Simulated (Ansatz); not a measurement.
Take KMnBr₃ in the cubic perovskite structure (space group Pm-3m, No. 221; ferromagnetic; a hypothetical phase, not in the database extracts checked) as the base.

```yaml
crystal:
  lattice:
    - [5.25470, 0.00000, 0.00000]
    - [0.00000, 5.25470, 0.00000]
    - [0.00000, 0.00000, 5.25470]
  atoms:
    - { symbol: K, position: [0.00000, 0.00000, 0.00000] }
    - { symbol: Mn, position: [0.50000, 0.50000, 0.50000] }
    - { symbol: Br, position: [0.00000, 0.50000, 0.50000] }
    - { symbol: Br, position: [0.50000, 0.50000, 0.00000] }
    - { symbol: Br, position: [0.50000, 0.00000, 0.50000] }
```

Computed with Kohn–Sham DFT with the PBEsol functional, run in Ansatz (a program for electronic structure) with PAW and 420 eV plane waves, spin-orbit coupling left out.

For the base:

```
Property                 Value
-------------  ---------------
Band gap               0.60 eV
Gap character  indirect, R → Γ
Density             3.82 g/cm³
```

Now apply this change: full substitution K → Na, then cell and atoms are relaxed.

Task: Predict the new band gap, gap character and density.

Result: The band gap shrinks by 0.09 eV (0.60 eV → 0.51 eV); the gap character remains indirect, R → Γ; the density falls by 0.12 g/cm³ (3.82 g/cm³ → 3.70 g/cm³).

No phonon test of stability was made. As relaxed here, NaMnBr3 is a hypothetical phase, not in the database extracts checked. No Hubbard U is applied and the magnetic state is the run's own (NaMnBr3 ferromagnetic; KMnBr3 ferromagnetic); small cells can't hold the antiferromagnetic order that many such compounds have, so gaps and moments can be off. A gap here joins edges of opposite spin (a spin-flip gap). Many cubic perovskites are stable only at high temperature; tilts and polar distortions were not tested.
